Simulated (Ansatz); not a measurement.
The starting structures come from a database of crystals and need not be the phases stable at ambient conditions.

The decay constant κ of evanescent states in the gap governs leakage through a thin film.

Input:

```
K2PtC2
1.0
    7.30656     0.00000     0.00000
    1.88625     7.05888     0.00000
    1.80677    -4.22313     2.30290
K Pt C
2 1 2
Direct
  0.66667   0.11157   0.77824
  0.33333   0.88843   0.22176
  0.00000   0.50000   0.50000
  0.00000   0.87789   0.87789
  0.00000   0.12211   0.12211
```

Space group of this cell: P-3m1. The cell is taken as given.

Transport runs along the normal of the first two printed cell vectors, the (111) plane of the conventional cell.

No gap correction and no spin-orbit coupling; mid-gap values are interpolated between computed energies.

Compute, with PBEsol (Ansatz, a program for electronic structure), the band gap and the smallest decay constant κ at mid-gap.

Gap 0.89 eV on a 14×14×14 mesh; κ = 0.151 1/Å, at (0.000, 0.500) of the in-plane reciprocal vectors. At the zone centre, at the nearest computed energy, the slowest state has κ = 0.16 1/Å.
